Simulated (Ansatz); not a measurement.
The parent structure is Mg in the hcp (Mg type) structure (space group P6_3/mmc, No. 194; a = 3.195 Å, c = 5.197 Å; relaxed with 0.1 eV smearing). Axes: x lies along a and z along c of the hexagonal cell.

Modification: tensile biaxial strain of 0.76 % in the plane normal to [001], as in epitaxy on a mismatched substrate; the out-of-plane cell vector and the atoms relax.

Levels (all Ansatz, a first-principles code, PAW): PBE (420 eV, scalar-relativistic without spin-orbit coupling); r2SCAN (500 eV, no spin-orbit coupling).

The geometry is relaxed with PBE.

| Quantity | Value |
|---|---|
| PBE pressure | -0.4 GPa |

Problem. How does going to r2SCAN change the pressure?

Solution. The pressure falls by 0.6 GPa to -1.0 GPa.

Single points use the geometry relaxed with PBE. Their cutoffs differ, which shifts pressures a little. Whether these cells are dynamically stable was not tested.
